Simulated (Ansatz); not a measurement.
Structures of equal composition on the (111) surface of fcc Ir: a pseudomorphic layer of Nb in the host's stacking; a pseudomorphic layer of Nb in the other hollow. The slabs share one bottom face, and each structure is named by its start. These are constructed structures in small cells; real faces may alloy, dewet or reconstruct in larger ones, and not all known structures of the face are among them. Slabs of about 11 Å, Fermi-Dirac smearing of 0.1 eV. Bottom of the slabs: a bare face, its two planes held. Relaxed from the named starts with such symmetry as they have, on meshes of like density; energies extrapolated to zero smearing; spin only where a row says so; no spin-orbit coupling, no U. Brackets mark spin-polarised runs, whose order is one that fits the cell.

Level of theory: PBE (plane waves to 420 eV, PAW; Ansatz, an electronic-structure program).

Question: Rank these by energy per 1x1 cell (lowest first), as PBE gives it.

Answer: a pseudomorphic layer of Nb in the other hollow (0.000 eV), a pseudomorphic layer of Nb in the host's stacking (0.061 eV)
